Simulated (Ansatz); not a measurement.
C vacancy + 1 H in metastable 2H silicon carbide: one set of geometries, relaxed with PBE, evaluated in Ansatz (PAW, plane waves to 420 eV, 500 eV under r2SCAN) with PBE, r2SCAN.

Cell and caveats: 96-site cell; 2×2×2 shifted k-points; start: the C site; 1 H on the vacancy's neighbours; energies good to tenths of an eV; relaxed from one start, so a lower configuration may exist; flagged in the runs: a host whose relaxation on this sampling wasn't shown to rest, a strain field that reaches the edge of the cell.

```csv
quantity,PBE,r2SCAN
host gap (eV),2.31,[?]
"neutral formation energy against graphite, H2 molecule in a box (eV)",4.59,[?]
largest moment on one atom at charge 0 (μB),0.05,[?]
```

Task: Given the lower rungs, what does r2SCAN give?

Result: 
- host gap (eV), r2SCAN: 2.68
- neutral formation energy against graphite, H2 molecule in a box (eV), r2SCAN: 5.08
- largest moment on one atom at charge 0 (μB), r2SCAN: 0.05

Ansatz is an electronic-structure program.
